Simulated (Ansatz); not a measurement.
## What pressure 7.5 GPa does to LiTaO3

Take LiTaO3 (space group R3c, No. 161; a = 5.191 Å, c = 13.914 Å (hexagonal axes)) as the base.

The change: cell and atoms relaxed at a pressure of 7.5 GPa.

Computed with PBE, PAW, 420 eV (Ansatz, a program for electronic structure; without spin-orbit coupling), earlier PAW set. Settings: 8×8×8 k-points, 0.05 eV Fermi–Dirac smearing.

```json
[
 {"quantity": "volume per atom", "base": "10.82 Å³", "changed": "10.25 Å³", "shift": "-0.57 Å³"},
 {"quantity": "density", "base": "7.24 g/cm³", "changed": "7.64 g/cm³", "shift": "+0.405 g/cm³"},
 {"quantity": "c/a ratio", "base": "2.680", "changed": "2.699", "shift": "+0.0184"},
 {"quantity": "shortest interatomic distance", "base": "1.924 Å", "changed": "1.916 Å", "shift": "-0.008 Å"},
 {"quantity": "enthalpy H = E + PV relative to the base's energy", "base": "–", "changed": "+0.49 eV/atom", "shift": "–"},
 {"quantity": "band gap (an upper bound: an edge found on the path is not a true extremum; both cells)", "base": "3.80 eV", "changed": "3.97 eV", "shift": "+0.17 eV"}
]
```

Final structure:

```yaml
crystal:
  lattice:
    - [2.54298, 1.46819, 4.57549]
    - [-2.54298, 1.46819, 4.57549]
    - [0.00000, -2.93638, 4.57549]
  atoms:
    - { symbol: Li, position: [0.70433, 0.70433, 0.70433] }
    - { symbol: Li, position: [0.20433, 0.20433, 0.20433] }
    - { symbol: Ta, position: [0.98829, 0.98829, 0.98829] }
    - { symbol: Ta, position: [0.48829, 0.48829, 0.48829] }
    - { symbol: O, position: [0.61386, 0.87900, 0.26422] }
    - { symbol: O, position: [0.87900, 0.26422, 0.61386] }
    - { symbol: O, position: [0.26422, 0.61386, 0.87900] }
    - { symbol: O, position: [0.76422, 0.37900, 0.11386] }
    - { symbol: O, position: [0.37900, 0.11386, 0.76422] }
    - { symbol: O, position: [0.11386, 0.76422, 0.37900] }
```

Spin-orbit coupling, missing from the scalar runs, can matter with Ta. Load acts through the strain it causes; cell and atoms are relaxed under it. No phonon test of stability was made. Competing high-pressure phases were not computed.
